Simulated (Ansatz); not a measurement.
## Lattice parameter a of Sn (model structure, started from the Si type, Ia-3, No. 206, 8 atoms in the cell) at several levels of theory

No measured value is used here.

```json
[
 {"level (code)": "LDA (Ansatz)", "value (Å)": "7.873"},
 {"level (code)": "PBE (Ansatz)", "value (Å)": "8.108"},
 {"level (code)": "r²SCAN (Ansatz)", "value (Å)": "8.015"}
]
```

Cutoffs differ between the levels. Ansatz's density-functional and Hartree–Fock values are scalar-relativistic unless marked +SOC, with PAW data made under PBE.

A model structure was made by putting elements into a prototype or built by hand; it is no filed structure, need not be a known phase, and can be a saddle point held by its symmetry.

Ansatz is an electronic-structure program.
